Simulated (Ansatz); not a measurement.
**How far to go with zone-centre phonons against the mesh: Ti (P6_3/mmc, 2 atoms in the cell)**

```
CELL_PARAMETERS angstrom
      1.46762    -2.54200     0.00000
      1.46762     2.54200     0.00000
      0.00000     0.00000     4.65660
ATOMIC_POSITIONS crystal
  Ti 0.33333 0.66667 0.25000
  Ti 0.66667 0.33333 0.75000
```

Computed with LDA (PW92), default PAW files made with PBE (plane waves; Ansatz, a quantum-chemistry and plane-wave program).

Base settings: basis.ecutwfc = 30.9 Ry; kpoints.mp_grid.grid = 13 13 7; hamiltonian.xc = lda; hamiltonian.pseudopotentials = {kind: paw} (the program's default PAW files); scf.occupations.method = fermi_dirac; scf.occupations.width = 0.0073 Ry.

In this ladder: phonons.method = dfpt.

Frequencies are those of the unrelaxed cell, without the LO-TO term of polar crystals.

Only quantities that move along the ladder and can be compared are tabulated.

Core times come from one kind of shared machine, to one figure; runs under 30 s give none.

The starting cell has typed, rounded lattice constants, without a prior relaxation at this level. Its lattice was rescaled by up to half a per cent. Spin polarisation is off. In the base run, with a pressure of about -8 GPa the cell is away from its equilibrium volume at this level.

| kpoints.mp_grid.grid | highest zone-centre frequency (cm⁻¹) | core time / last (rough) |
|---|---|---|
| 4 4 2 | 208.6 | – |
| 4 4 3 | 162.4 | – |
| 5 5 3 | 176.6 | – |
| 7 7 4 | 164.9 | – |
| 8 8 5 | 158.3 | – |
| 10 10 6 | 164.6 | – |
| 12 12 7 | 159.6 | – |
| 15 15 9 | 162.2 | 0.10 |
| 19 19 11 | 161.3 | 0.2 |
| 24 24 13 | 161.4 | 0.3 |
| 29 29 16 | 161.5 | 1 |

Coarsest kpoints.mp_grid.grid that holds the highest zone-centre frequency within 2 cm⁻¹ of the last step, with all finer ones: 12 12 7; the step before is off by 3.1 cm⁻¹.

Keys are those of Ansatz 0.2.
